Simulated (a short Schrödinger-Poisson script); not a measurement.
System: MOS inversion layer, SiO2 on p-type Si(100), at 300 K.

| layer | material | thickness (nm) | Na (cm⁻³) |
|---|---|---|---|
| 1 | SiO2 | 1.4 | - |
| 2 | Si | 460 | 8.8e17 |

The device is made up for the run: typed textbook-type constants, with dimensions and the other settings drawn at random. SiO2: permittivity 3.9, conduction-band edge (eV) 3.15, gap (eV) 9, electron mass (mₑ) 0.5. Si: permittivity 11.7, conduction-band edge (eV) 0, gap (eV) 1.124, Nv at 300 K (cm⁻³) 3.1e19.

Channel valleys (confinement mass, in-plane density-of-states mass, number): Δ2 0.916, 0.19, 2; Δ4 0.19, 0.417, 4. At the gate the conduction-band edge of layer 1 lies 3.34 eV − eVg above the Fermi level of the channel; the field vanishes at the back. Gaps are held at their typed values at every temperature. Mesh 0.03 nm at interfaces.

From a short Schrödinger-Poisson script (our own, NumPy): 1D Poisson equation in equilibrium, electrons quantum, Hartree (BenDaniel-Duke, 12 states a valley, the channel's in-plane mass for all, wave functions ending at the dielectric), parabolic valleys, classical holes, full ionisation, no traps, pinning or gate leakage.

At Vg = 1.2 V the centroid of the electrons lies 1.34 nm from the interface.

Question: Estimate the gate capacitance as the dielectric in series with that distance, and compare.

Answer: The dielectric alone has 2.47 μF/cm²; in series with 1.34 nm of the channel's permittivity, 1.87 μF/cm²; the run gives 1.91 μF/cm². The estimate leaves out the density-of-states capacitance and the centroid's move with voltage.
